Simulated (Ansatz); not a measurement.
## ZrSi₂ (Cmcm, No. 63)

Computed with r²SCAN in Ansatz (plane waves, PAW).

Run with plane-wave cutoff 600 eV, 16×16×16 k mesh, Fermi–Dirac smearing 0.059 eV (set by the program), scalar-relativistic PAW data made under PBE.

Cell (relaxed at this level):

```
ZrSi2
1.0
    1.84497    -7.42789     0.00000
    1.84497     7.42789     0.00000
    0.00000     0.00000     3.66619
Zr Si
2 4
Direct
  0.60584   0.39416   0.75000
  0.39416   0.60584   0.25000
  0.94827   0.05173   0.75000
  0.05173   0.94827   0.25000
  0.24969   0.75031   0.75000
  0.75031   0.24969   0.25000
```

For ZrSi₂ (Cmcm, No. 63), the voigt–Reuss–Hill bulk modulus comes out as 130 GPa and the voigt–Reuss–Hill shear modulus (Hill average) is 101 GPa. The Young modulus comes out as 240 GPa and the Poisson ratio is 0.192.

Note: the relaxation could not lower the start's symmetry, so the cell can be a saddle point above a distorted one.

Elastic constants are with the ions relaxed.

It cost very roughly 4 core-hours of CPU time.

Ansatz is a quantum-chemistry and plane-wave program.
